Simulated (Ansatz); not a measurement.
The reference is PtS (space group P4_2/mmc, No. 131; a = 3.475 Å, c = 6.067 Å).

It is then changed as follows: an isotropic linear strain of +0.86 %, atoms relaxed at fixed cell.

Levels (all Ansatz, a program for electronic structure, PAW): PBEsol (420 eV, no spin-orbit coupling); r2SCAN (500 eV, without spin-orbit coupling); HSE06 (420 eV, no spin-orbit coupling).

One geometry, relaxed with PBEsol, under each level:

```tsv
level	band gap	lowest conduction level above the VBM at special points	electron mass	pressure
PBEsol	0.40 eV	M 0.40 eV; X 1.34 eV; Z 1.50 eV; A 1.65 eV	0.79 mₑ along c, 1.3 mₑ across (at M)	-3.84 GPa
r2SCAN	(withheld)	(withheld)	(withheld)	(withheld)
HSE06	1.73 eV	M 1.73 eV; X 2.47 eV; Z 2.67 eV; Γ 4.71 eV	–	–
```

Question: Give the withheld r2SCAN results.

Answer: 
- r2SCAN, band gap: 0.76 eV
- r2SCAN, lowest conduction level above the VBM at special points: M 0.76 eV; X 1.74 eV; Z 1.78 eV; A 2.03 eV
- r2SCAN, electron mass: 0.78 mₑ along c, 1.3 mₑ across (at M)
- r2SCAN, pressure: -0.96 GPa

Single points use the geometry relaxed with PBEsol. Their cutoffs differ, which shifts pressures a little. HSE06 gaps are upper bounds (no full band path). Spin-orbit coupling, missing from the scalar runs, can matter with Pt. Masses are band curvatures over ±0.01 Å⁻¹ around the edge. Whether these cells are dynamically stable was not tested.
